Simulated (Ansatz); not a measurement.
The parent structure is Si in the diamond structure (space group Fd-3m, No. 227; a = 5.434 Å). Axes: x, y, z lie along the cube axes.

Level of theory: Kohn–Sham DFT with the PBEsol functional, run in Ansatz (a first-principles code) with PAW and 420 eV plane waves, no spin-orbit coupling.

Before the change:

| Quantity | Value |
|---|---|
| Valley order | a point along ⟨100⟩, about 1.0 Å⁻¹ from Γ 0.47 eV; L along ⟨111⟩ 1.46 eV |

The change: the cell is stretched by 1.50 % along z with no lateral relaxation, atoms relaxed at fixed cell.

### Question
What happens to the stress?

### Answer
The stress (xx, yy, zz, yz, xz, xy; compression positive) amounts to (-0.89, -0.89, -2.32, 0.00, 0.00, 0.00) GPa.

### Question
Estimate the effect on the valley order.

### Answer
The valley order (the lowest conduction-band minima on the path, energy above the VBM, named in the base's zone) changes from a point along ⟨100⟩, about 1.0 Å⁻¹ from Γ 0.47 eV; L along ⟨111⟩ 1.46 eV to a point along [100], about 1.0 Å⁻¹ from Γ 0.41 eV; a point along [001], about 1.0 Å⁻¹ from Γ 0.54 eV; L along [1-11] 1.36 eV.

The levels and masses belong to the bands next to the band gap. The cells carry an imposed strain or load. Stability against distortions was not tested.
